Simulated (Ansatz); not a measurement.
Input:

```xyz
2
Lattice="0.0000 2.2682 2.2682 2.2682 0.0000 2.2682 2.2682 2.2682 0.0000" Properties=species:S:1:pos:R:3 pbc="T T T"
B      0.0000     0.0000     0.0000
P      1.1341     1.1341     1.1341
```

Calculation: r2SCAN with spin-orbit coupling, rigid bands (plane waves, PAW; Ansatz, a first-principles code). Geometry: cell and atoms relaxed with r2SCAN.

Problem. Predict the electron conductivity mass (n e² τ/σ) at 300 K, by direction if it differs.

Solution. 0.32 mₑ.

Problem. Predict the hole conductivity mass (n e² τ/σ) at 300 K, by direction if it differs.

Solution. 0.40 mₑ.

Problem. And the band gap?

Solution. 1.40 eV at this level; semilocal functionals usually fall short of the measured gap.

Rigid bands, one relaxation time for all states, no polarons.
